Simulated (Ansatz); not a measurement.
Base system: Y in the hcp (Mg type) structure (space group P6_3/mmc, No. 194; a = 3.594 Å, c = 5.610 Å; relaxed with 0.1 eV smearing). Axes: x lies along a and z along c of the hexagonal cell.

Computed with plane-wave PAW DFT at the PBEsol level (Ansatz, a quantum-chemistry and plane-wave program, 420 eV), without spin-orbit coupling.

Before the change:

```
Item                             Value
-----------------------------  -------
Shortest interatomic distance  3.489 Å
```

It is then changed as follows: uniaxial stress, 8 GPa tension along x, with the cell and atoms free to relax against it.

Question: Predict the new energy relative to the base, strain response and shortest interatomic distance.

Answer: The energy increases by 0.236 eV/atom; the strain response (xx, yy, zz) amounts to (+86.96, −43.14, +2.92) %; the shortest interatomic distance shrinks by 0.103 Å, from 3.489 Å to 3.386 Å.

Beyond what the load breaks, stability against distortions was not tested. The final runs are not spin-polarised. Under uniaxial stress, 8 GPa tension along x the cell changed shape so far that it is another structure.
